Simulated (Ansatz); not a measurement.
BN (model structure, started from the MgO type, Pm-3n, No. 223, 12 atoms in the cell): properties by level of theory

| level (code) | lattice constant a (Å) | cohesive energy (eV/atom) |
|---|---|---|
| LDA (Ansatz) | 4.388 | 7.73 |
| PBE (Ansatz) | 4.440 | 6.68 |
| PBEsol (Ansatz) | 4.419 | 7.11 |

Ansatz's density-functional and Hartree–Fock values are scalar-relativistic unless marked +SOC, with PAW data made under PBE.

Free atoms are spin-polarised, in the lowest state found; at levels without +SOC their spin–orbit coupling is left out.

A model structure was made by putting elements into a prototype or built by hand; it is no filed structure, need not be a known phase, and can be a saddle point held by its symmetry.

Ansatz is a program for electronic structure.
